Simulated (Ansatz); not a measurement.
The reference is MgB2C2 (space group Pnnm, No. 58; a cell from a computed database, its experimental status unchecked).

```yaml
crystal:
  lattice:
    - [4.61677, 0.00000, 0.00000]
    - [0.00000, 7.16937, 0.00000]
    - [0.00000, 0.00000, 2.76597]
  atoms:
    - { symbol: Mg, position: [0.50000, 0.50000, 0.50000] }
    - { symbol: Mg, position: [0.00000, 0.00000, 0.00000] }
    - { symbol: B, position: [0.88446, 0.72953, 0.50000] }
    - { symbol: B, position: [0.11554, 0.27047, 0.50000] }
    - { symbol: B, position: [0.38446, 0.77047, 0.00000] }
    - { symbol: B, position: [0.61554, 0.22953, 0.00000] }
    - { symbol: C, position: [0.78403, 0.22074, 0.50000] }
    - { symbol: C, position: [0.21597, 0.77926, 0.50000] }
    - { symbol: C, position: [0.28403, 0.27926, 0.00000] }
    - { symbol: C, position: [0.71597, 0.72074, 0.00000] }
```

Cartesian axes are those of the cell as printed.

The values are results of Ansatz (a program for electronic structure) PBEsol, no spin-orbit coupling, not measurements.

Strains are applied to the cell and any free atomic positions relax; under biaxial strain the out-of-plane vector relaxes too.

One change was made to it. Results:

| quantity | base | after |
|---|---|---|
| band gap | 1.20 eV | 0.98 eV |
| valence-band top at Γ (three highest levels, from the VBM) | 0.00, -0.28, -0.36 eV | 0.00, -0.47, -0.52 eV |

### Question
Which change produced these results?
(A) biaxial strain −1.17 %, plane normal [001], relaxed out of plane
(B) isotropic strain −2.68 %
(C) uniaxial strain ε_xx = −4.38 %

### Answer
C, uniaxial strain ε_xx = −4.38 %. For comparison, the valence-band top at Γ in the other runs: biaxial strain −1.17 %, plane normal [001], relaxed out of plane gives 0.00, -0.37, -0.45 eV; isotropic strain −2.68 % gives 0.00, -0.21, -0.27 eV.

Stability against distortions was not tested.
